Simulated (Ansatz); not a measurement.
System: CsCl-type RuAl. Method: PBE-D3(BJ) (Ansatz, a program for electronic structure, plane waves, PAW).

Run with plane-wave cutoff 520 eV, 16×16×16 k mesh, Fermi–Dirac smearing 0.1 eV, perturbation theory, no spin polarisation, scalar-relativistic PAW data made under PBE.

Computed at the level's own relaxed cell.

Harmonic phonon frequencies (cm⁻¹; i marks an imaginary mode):

| q point | frequencies |
|---|---|
| Γ | 0 0 0 326 326 326 |
| X | … |
| M | … |
| R | … |

Task: Some entries are withheld; supply them.

Result: 
- X, frequencies: 165 165 221 299 299 343
- M, frequencies: 110 110 193 288 368 368
- R, frequencies: 192 192 192 347 347 347

No imaginary mode appears at these points.

Note: the dispersion coefficients are held fixed in the derivatives.
